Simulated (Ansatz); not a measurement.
Ansatz (a program for electronic structure) run on Lu3GaC (Pm-3m, 5 atoms in the cell): self-consistent single point.

Computed with PBEsol, default PAW files made with PBE (plane waves; Ansatz).

```yaml
crystal:
  lattice:
    - [4.68575, 0.00000, 0.00000]
    - [0.00000, 4.68575, 0.00000]
    - [0.00000, 0.00000, 4.68575]
  atoms:
    - { symbol: Lu, position: [0.50000, 0.00000, 0.00000] }
    - { symbol: Lu, position: [0.00000, 0.50000, 0.00000] }
    - { symbol: Lu, position: [0.00000, 0.00000, 0.50000] }
    - { symbol: Ga, position: [0.50000, 0.50000, 0.50000] }
    - { symbol: C, position: [0.00000, 0.00000, 0.00000] }
```

Reference input (self-consistent single point, DFT, PBEsol, plane waves, default PAW files made with PBE): basis.ecutwfc = 420 eV; kpoints.mp_grid.grid = 9 9 9; hamiltonian.xc = pbesol; hamiltonian.pseudopotentials = {kind: paw} (the program's default PAW files); scf.occupations.method = cold; scf.occupations.width = 0.2 eV. This run's input differs from it in these lines:

Ansatz 0.2 input:
```diff
@@ -13,3 +13,3 @@
 basis:
-  ecutwfc: 420.0
+  ecutwfc: 630.0
 kpoints:
```

Output (repeated stretches shortened):

```
SCF iter   1: F=—  HF=-47827.069249 eV  |F-HF|=—  |Δ(HF+E_count)|=         —  Δρ=6.31e-3  dr2=8.50e-2  ethr=1.77e-3  ⟨swp⟩=6.9  Hψ=9034  notcnv=0
all-band conjugate gradients solve this SCF's bands
preconditioner: auto → Kerker (q_TF=auto, 2.678 Å⁻¹)
SCF iter   2: F=—  HF=-47827.051558 eV  |F-HF|=—  |Δ(HF+E_count)|=   1.77e-2  S|Δr|=    0.00e0  Δρ=2.13e-3  dr2=1.51e-2  ethr=9.24e-5  ⟨swp⟩=2.3  Hψ=3930  notcnv=0  defer=7
   [... lines left out ...]
SCF iter   7: F=—  HF=-47827.047899 eV  |F-HF|=—  |Δ(HF+E_count)|=   2.02e-5  S|Δr|=    0.00e0  Δρ=6.85e-5  dr2=5.39e-6  ethr=4.00e-8  ⟨swp⟩=2.0  Hψ=3258  notcnv=0  defer=11
SCF iter   8: F=—  HF=-47827.047897 eV  |F-HF|=—  |Δ(HF+E_count)|=   1.81e-6  S|Δr|=    0.00e0  Δρ=2.03e-5  dr2=3.33e-7  ethr=5.86e-9  ⟨swp⟩=2.5  Hψ=4060  notcnv=0  defer=11
SCF iter   9: F=-47827.047897 eV  HF=-47827.047897 eV  |F-HF|=4.53e-8  |Δ(HF+E_count)|=   1.05e-8  S|Δr|=    0.00e0  Δρ=9.76e-6  dr2=8.44e-8  ethr=1.09e-10  ⟨swp⟩=14.0  Hψ=13097  notcnv=0
SCF 1 converged in 9 iterations: F = -47827.047897 eV  dr2 = 8.44e-8
Stability not checked (fill_not_monotonic)
Free energy (F): -47827.047897 eV
Internal energy: -47827.106661 eV  (E = F + TS)
E sigma→0 (E₀):  -47827.067485 eV
Entropy (-TS):   0.058763 eV (11.753 meV/atom)
Fermi energy:    13.359171 eV
--- Forces (eV/Å), atoms counted from 1 ---
  atom   1  Lu    -0.00000000    -0.00000000     0.00000000
   [... zero for the other atoms too ...]
--- Stress (GPa, compression-positive) ---
       -2.066094      -0.000000       0.000000
       -0.000000      -2.066094       0.000000
        0.000000       0.000000      -2.066094
  P = ⅓ Tr σ = -2.0661 GPa (-20.661 kbar)
  The stress holds the Pulay correction. Without it, at fixed plane waves, as pw.x and ABINIT print it: P = -2.0704 GPa
```

The run converged in 9 iterations. Against the reference run the free energy drops by 1.6 meV/atom and the pressure hardly changes (-2.05 to -2.07 GPa).

The starting cell comes from a database of computed structures (which also holds hypothetical and non-ambient phases and stackings), without a prior relaxation at this level. Ansatz's pressure includes its estimate of the finite-basis (Pulay) stress.
